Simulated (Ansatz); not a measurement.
Base system: GeS$_{2}$ in the 2H-MoS2 type structure (space group P6_3/mmc, No. 194; a = 3.3822 Å, c = 10.3908 Å; a hypothetical phase, not in the database extracts checked; layered, stacked along the Cartesian z axis).

Now apply this change: full substitution S → Cl; the structure is relaxed again.

Levels (all Ansatz, a first-principles code, PAW, earlier PAW set): PBEsol-D3(BJ) (420 eV, without spin-orbit coupling); HSE06 (420 eV, no spin-orbit coupling); PBEsol+SOC (420 eV, noncollinear with spin-orbit coupling).

One geometry, relaxed with PBEsol-D3(BJ), under each level:

```csv
level,band gap,lowest conduction level above the VBM at special points,electron mass
PBEsol-D3(BJ),2.24 eV,K 2.24 eV; M 2.25 eV; H 2.50 eV; Γ 3.15 eV,0.79 mₑ (at K)
HSE06,3.12 eV,K 3.12 eV; M 3.16 eV; H 3.38 eV; Γ 4.20 eV,–
PBEsol+SOC,2.23 eV,K 2.23 eV; M 2.24 eV; H 2.47 eV; L 2.56 eV,0.79 mₑ (at K)
```

Single points use the geometry relaxed with PBEsol-D3(BJ). The hybrid gap comes from the SCF mesh plus the semilocal run's edge points and a few special points and is an upper bound. Differences between runs with and without spin-orbit coupling are approximate. Effective masses come from finite differences of ±0.01 Å⁻¹. No phonon test of stability was made. As relaxed here, GeCl2 is a hypothetical phase, not in the database extracts checked. The runs without spin-orbit coupling are not spin-polarised.
